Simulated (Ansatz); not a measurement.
Take InSb in the zinc blende structure (space group F-43m, No. 216; a = 6.635 Å) as the base.

Computed with PBE (Ansatz, an electronic-structure program, PAW, spin-orbit coupling left out).

Strains are applied to the cell and any free atomic positions relax.

One change was made to it. Results:

| quantity | base | after |
|---|---|---|
| energy relative to the base (free energy F) | 0 meV/atom | +26 meV/atom |
| pressure | 0.0 GPa | 3.4 GPa |

Q: What was done to the base?
A) isotropic strain +0.50 %
B) isotropic strain −1.50 %
C) isotropic strain −2.50 %

A: C, isotropic strain −2.50 %. For comparison, the energy relative to the base in the other runs: isotropic strain +0.50 % gives +0.9 meV/atom; isotropic strain −1.50 % gives +9.0 meV/atom.

Stability against distortions was not tested. All final runs are without spin polarisation.
